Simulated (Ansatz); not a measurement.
This Ansatz (a program for electronic structure) input is the reference run, Tl in the hcp (Mg type) structure (space group P6_3/mmc, No. 194), computed with DFT with r2SCAN, PAW potentials and a 500 eV plane-wave cutoff in Ansatz, spin-orbit coupling left out:

Ansatz 0.2 input:
```yaml
crystal:
  lattice:
    - [3.5195223101, 0, 0]
    - [-1.7597611551, 3.0479957298, 0]
    - [0, 0, 5.6022153704]
  atoms:
    - { symbol: Tl, position: [0.3333333333, 0.6666666667, 0.75] }
    - { symbol: Tl, position: [0.6666666667, 0.3333333333, 0.25] }
basis: { ecutwfc: 500, ecutrho_ratio: 4, xc_grid: 4, fft_grid_basis: typed }
kpoints: { mp_grid: { grid: [15, 15, 9] } }
hamiltonian:
  xc: r2scan
  dispersion: none
  pseudopotentials: { kind: paw }
scf: { occupations: { method: fermi_dirac, width: 0.05 }, convergence: { dr2_threshold: 0.0000000002 } }
output: { forces: true, stress: true }
checkpoint: { write: state.ck, write_every: 1000 }
```

Q: Write the input for this change: a free-standing slab of 2 layers (2 atoms, 1 a layer) is cut normal to the z axis, with 15 Å of vacuum and the in-plane cell held at bulk.

A: 
Ansatz 0.2 input:
```yaml
crystal:
  lattice:
    - [3.5195223101, 0, 0]
    - [1.7597611551, 3.0479957298, 0]
    - [0, 0, 17.8011076852]
  atoms:
    - { symbol: Tl, position: [0.6666666667, 0.6666666667, 0.4213220959] }
    - { symbol: Tl, position: [0.3333333333, 0.3333333333, 0.5786779041] }
basis: { ecutwfc: 500, ecutrho_ratio: 4, xc_grid: 4, fft_grid_basis: typed }
kpoints: { mp_grid: { grid: [15, 15, 1] } }
hamiltonian:
  xc: r2scan
  dispersion: none
  pseudopotentials: { kind: paw }
scf: { occupations: { method: fermi_dirac, width: 0.05 }, convergence: { dr2_threshold: 0.0000000002 } }
relax: { f_tol: 0.01, max_steps: 50 }
output: { forces: true, stress: true }
checkpoint: { write: state.ck, write_every: 1000 }
```
This is the input that was run; other choices of cell and start would serve too.

No phonon test of stability was made.
